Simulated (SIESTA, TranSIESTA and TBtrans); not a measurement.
Ta chain with one bond stretched by 3.0 Å

System: Ta chain with one bond stretched by 3.0 Å. Leads: straight Ta chain, spacing 2.35 Å. Geometry: as built, not relaxed. Transport runs along z; the first 6 and the last 6 of the 20 atoms are the lead cells, repeated to infinity.

```xyz
20
Lattice="9.000 0.000 0.000 0.000 9.000 0.000 0.000 0.000 50.000" Properties=species:S:1:pos:R:3 pbc="F F T"
Ta     4.500     4.500     0.000
Ta     4.500     4.500     2.350
Ta     4.500     4.500     4.700
Ta     4.500     4.500     7.050
Ta     4.500     4.500     9.400
Ta     4.500     4.500    11.750
Ta     4.500     4.500    14.100
Ta     4.500     4.500    16.450
Ta     4.500     4.500    18.800
Ta     4.500     4.500    21.150
Ta     4.500     4.500    26.500
Ta     4.500     4.500    28.850
Ta     4.500     4.500    31.200
Ta     4.500     4.500    33.550
Ta     4.500     4.500    35.900
Ta     4.500     4.500    38.250
Ta     4.500     4.500    40.600
Ta     4.500     4.500    42.950
Ta     4.500     4.500    45.300
Ta     4.500     4.500    47.650
```
Starting moments (μB): atom 7 +1, atom 8 +1, atom 9 +1, atom 10 +1, atom 11 +1, atom 12 +1, atom 13 +1, atom 14 +1; lead atoms +1 (left) and +1 (right).

Computed with TranSIESTA and TBtrans, PBE, DZP numerical orbitals (energy shift 0.15 eV), PseudoDojo norm-conserving scalar-relativistic potentials, mesh cutoff 200 Ry, 300 K, spin-polarised (collinear), no spin-orbit coupling; self-consistent non-equilibrium Green functions.

- Conductance at 300 K (G0 = 2e²/h): 0.11
- Thermopower (μV/K): -5.8
- Mean T from −0.5 to 0.5 eV: 0.12

Energies count from the leads' Fermi level. Transmissions are for each spin. The energy step is 0.01 eV; narrower resonances are cut or missed.

```
E (eV)   T up  T down  lead channels up       down
------  -----  ------  ----------------  ---------
-2.00   0.052   0.024                 4          3
-1.90   0.054   0.029                 4          3
-1.80   0.056   0.034                 4          3
-1.70   0.057   0.041                 4          3
-1.60   0.058   0.050                 4          3
-1.50   0.060   0.059                 4          4
-1.40   0.061   0.069                 4          4
-1.30   0.062   0.079                 4          4
-1.20   0.064   0.087                 4          4
-1.10   0.066   0.093                 4          4
-1.00   0.068   0.097                 4          4
-0.90   0.070   0.098                 4          4
-0.80   0.073   0.098                 4          4
-0.70   0.077   0.095                 6          4
-0.60   0.080   0.093                 6          4
-0.50   0.084   0.091                 6          4
-0.40   0.088   0.090                 6          4
-0.30   0.093   0.091                 6          4
-0.20   0.099   0.094                 6          4
-0.10    0.10    0.10                 6          4
0.00     0.11    0.11                 6          4
0.10     0.12    0.12                 6  band edge
0.20     0.12    0.14                 6          6
0.30     0.13    0.15                 6          6
0.40     0.14    0.17                 6          6
0.50     0.15    0.19                 6          6
0.60     0.15    0.21                 6          6
0.70     0.16    0.22                 6          6
0.80     0.16    0.23                 6          6
0.90     0.16    0.23                 6          6
1.00     0.16    0.23                 6          6
1.10     0.16    0.22                 6          6
1.20     0.16    0.21                 6          6
1.30     0.16    0.20                 6          6
1.40     0.15    0.20                 6          6
1.50     0.14    0.19         band edge          6
1.60     0.13    0.18                 4          6
1.70     0.12    0.18                 4          6
1.80    0.094    0.18                 2          6
1.90    0.090    0.18                 1          6
2.00     0.11    0.17                 1          6
```

The magnetic order of the leads was set by the start, and no other order was tried; the separate lead runs end at 1.06 (left) and 1.06 (right) μB an atom. The straight chain is held at its spacing; free chains may zigzag or dimerise. Spin-orbit coupling, left out here, matters for the heavy atoms.
